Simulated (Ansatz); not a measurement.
Cells marked so need not be the phases stable at ambient conditions, and some may be hypothetical.

The gap is the functional's own, uncorrected, and κ follows it; spin-orbit coupling is left out. Mid-gap values are interpolated between the computed energies.

A. Cd(GaTe$_{2}$)$_{2}$ (I-4, not sure to be the ambient phase, 7 atoms a cell, 32.9 Å³ an atom), along the normal of (100)
B. LiHF$_{2}$ (R-3m, not sure to be the ambient phase, 4 atoms a cell, 8.5 Å³ an atom, -2 GPa at this level), along the normal of (001)
C. CsLiZnS2 (I-4m2, not sure to be the ambient phase, 5 atoms a cell, 23.8 Å³ an atom), along the normal of (001)

Q: Put the candidates in order of mid-gap decay constant of the slowest evanescent state, highest first, for r2SCAN in Ansatz (a program for electronic structure).

A: B (0.57 1/Å), C (0.26 1/Å), A (0.11 1/Å)
